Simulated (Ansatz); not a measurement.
# InAs: isotropic strain −2.50 %

Base system: InAs in the zinc blende structure (space group F-43m, No. 216; a = 6.186 Å).

One thing is altered: an isotropic linear strain of −2.50 %; the atoms relax in the strained cell.

All numbers come from PBE (Ansatz, a program for electronic structure), no SOC. k-mesh 9×9×9 (Γ-centred); smearing 0.05 eV (Fermi–Dirac).

```json
[
 {"quantity": "volume per atom", "base": "29.59 Å³", "changed": "27.43 Å³", "shift": "-2.16 Å³"},
 {"quantity": "space group", "base": "F-43m (No. 216)", "changed": "F-43m (No. 216)", "shift": "–"},
 {"quantity": "shortest interatomic distance", "base": "2.679 Å", "changed": "2.612 Å", "shift": "-0.067 Å"},
 {"quantity": "energy relative to the base (free energy F)", "base": "0 meV/atom", "changed": "+28 meV/atom", "shift": "+28 meV/atom"},
 {"quantity": "pressure", "base": "0.0 GPa", "changed": "4.4 GPa", "shift": "+4.4 GPa"},
 {"quantity": "band gap", "base": "zero", "changed": "zero", "shift": "–"}
]
```

Cost of the whole job for the changed cell (relaxation, final SCF and bands): roughly 8 core-seconds.

Stability against distortions was not tested. All final runs are without spin polarisation. A zero or small gap of InAs can be the functional's error rather than a property of the material.
